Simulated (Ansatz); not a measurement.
Base system: PbS in the rock salt structure (space group Fm-3m, No. 225; a = 5.9027 Å).

Level of theory: PBEsol (Ansatz, an electronic-structure program, PAW, scalar-relativistic without spin-orbit coupling).

Before the change:

- Gap between the host's bands: 0.19 eV

One thing is altered: 0.0514 holes added to each cell, a density of 1.0×10^21 cm⁻³, with a uniform compensating background at fixed cell and a 300 K Fermi–Dirac width.

**Question.** What does the calculation give for the Fermi level from band edge and gap between the host's bands after the change?

**Answer.** The Fermi level relative to the doped band's edge (positive inside the band; to 0.05 eV) comes out as +0.50 eV; the gap between the host's bands increases by 0.03 eV to 0.22 eV.

Carriers are added with a uniform compensating background; total energy and stress of such cells depend on the potential's zero and are not compared; many-body gap narrowing is missing at this level. Spin-orbit coupling, missing from the scalar runs, can matter with Pb. Stability against distortions was not tested. The base started in P3_121 and relaxed to Fm-3m at this level. A zero or small gap of PbS can be the functional's error rather than a property of the material.
